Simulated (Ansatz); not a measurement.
(Ti,Mo)Si2: MoTi3Si8

A 24-atom cell of (Ti,Mo)Si2 started in the TiSi2 (C54) type structure, site fractions Ti 0.750, Mo 0.250, short-range order 0.00 in the first shell of the mixed sites (0 is random, a negative value favours unlike neighbours), space group P-1 at the end.

The mixing enthalpy is taken against the end members in the TiSi2 (C54) type type (which need not be the stable form of TiSi2 and MoSi2), relaxed in the same cell and mesh.

All values below come from PBE (plane waves to 420 eV, PAW; Ansatz, an electronic-structure program). No spin–orbit coupling; the runs are not spin-polarised. Its k-point mesh 5×5×5, Fermi–Dirac width 0.05 eV.

```
Property                                                                                                Value
----------------------------------------------------------  -------------------------------------------------
volume per atom                                                                                      13.98 Å³
Si–Ti bonds                                                      2.669 Å on average, from 2.544 to 2.844 (60)
Mo–Si bonds                                                      2.674 Å on average, from 2.550 to 2.815 (20)
mixing enthalpy per site of the mixed sublattice                                                      -29 meV
departure of the mean lattice parameter from Vegard's line  under 0.15 %, inside the noise of the relaxations
```

```
CELL_PARAMETERS angstrom
     -4.75674     4.11454    -4.28026
      4.75838     4.11951     4.28303
      4.75890     4.11646    -4.28096
ATOMIC_POSITIONS crystal
  Mo 0.75144 0.00056 0.25271
  Ti 0.00239 0.50342 0.49886
  Ti 0.24824 0.99939 0.74934
  Ti 0.49859 0.49649 0.00145
  Ti 0.87641 0.50351 0.12355
  Ti 0.12676 0.00061 0.37566
  Ti 0.37261 0.49658 0.62614
  Mo 0.62356 0.99944 0.87229
  Si 0.08669 0.33691 0.25030
  Si 0.33667 0.83563 0.50227
  Si 0.59273 0.34325 0.75170
  Si 0.84111 0.84209 0.99655
  Si 0.40989 0.66192 0.24916
  Si 0.66094 0.16237 0.49781
  Si 0.91017 0.65997 0.74984
  Si 0.16452 0.16215 0.00064
  Si 0.78227 0.65675 0.37330
  Si 0.03833 0.16437 0.62273
  Si 0.28831 0.66309 0.87470
  Si 0.53389 0.15791 0.12845
  Si 0.46483 0.34003 0.37516
  Si 0.71406 0.83763 0.62719
  Si 0.96511 0.33808 0.87584
  Si 0.21048 0.83785 0.12436
```
